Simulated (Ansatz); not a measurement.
# What uniaxial strain ε_zz = −2.40 % does to KTaO3

The parent structure is KTaO₃ in the cubic perovskite structure (space group Pm-3m, No. 221; a = 3.985 Å). Axes: x, y, z lie along the cube axes.

The change: uniaxial strain ε_zz = −2.40 %, all other strain components held at zero; the atoms relax in the strained cell.

The values are results of PBEsol in Ansatz (plane waves to 420 eV, PAW, scalar-relativistic without spin-orbit coupling), not measurements. Γ-centred 8×8×8 mesh, Fermi–Dirac width 0.05 eV.

- Volume per atom = 12.36 Å³ (base 12.66 Å³)
- Space group = P4/mmm (No. 123) (base Pm-3m (No. 221))
- Shortest interatomic distance = 1.945 Å (base 1.993 Å)
- Energy relative to the base (free energy F) = +11 meV/atom
- Pressure (mean of the normal stresses, compression positive) = 5.45 GPa (base 0.00 GPa)
- Band gap = 2.14 eV (base 2.14 eV)
- Gap character = indirect, A → Γ
- Smallest direct gap = 2.73 eV (base 2.75 eV)
- Stress (xx, yy, zz, yz, xz, xy; compression positive) = (1.98, 1.98, 12.38, 0.00, 0.00, 0.00) GPa

With Ta present, leaving out spin-orbit coupling can change the band edges. Whether these cells are dynamically stable was not tested. Labels are those of the standard path for the cell's own space group.

Ansatz is a first-principles code.
